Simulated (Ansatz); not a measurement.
## A computed series for Al2Cu: pressure series

The reference is Al2Cu (space group I4/mcm, No. 140; a = 6.0594 Å, c = 4.8739 Å).

Cell and atoms are relaxed at each pressure.

The values are results of PBE (Ansatz, a quantum-chemistry and plane-wave program, PAW, spin-orbit coupling left out), earlier PAW set, not measurements.

Notes on the quantities. enthalpy: H = E + PV relative to the base's energy.

```tsv
variant	density	shortest interatomic distance	enthalpy
base	4.36 g/cm³	2.437 Å	–
pressure −2 GPa	4.27 g/cm³	2.455 Å	-0.19 eV/atom
pressure −1 GPa	4.32 g/cm³	2.446 Å	-0.09 eV/atom
pressure 0.9 GPa	4.40 g/cm³	2.429 Å	+0.08 eV/atom
pressure 2.1 GPa	4.45 g/cm³	2.420 Å	+0.19 eV/atom
pressure 4.5 GPa	4.54 g/cm³	2.401 Å	+0.41 eV/atom
pressure 9 GPa	4.71 g/cm³	2.372 Å	+0.80 eV/atom
pressure 15 GPa	4.90 g/cm³	2.339 Å	+1.31 eV/atom
pressure 22.5 GPa	5.11 g/cm³	2.305 Å	+1.92 eV/atom
pressure 30 GPa	5.30 g/cm³	2.277 Å	+2.51 eV/atom
```

Load acts through the strain it causes; cell and atoms are relaxed under it. Stability against distortions was not tested. Competing high-pressure phases were not computed. The final runs are not spin-polarised.
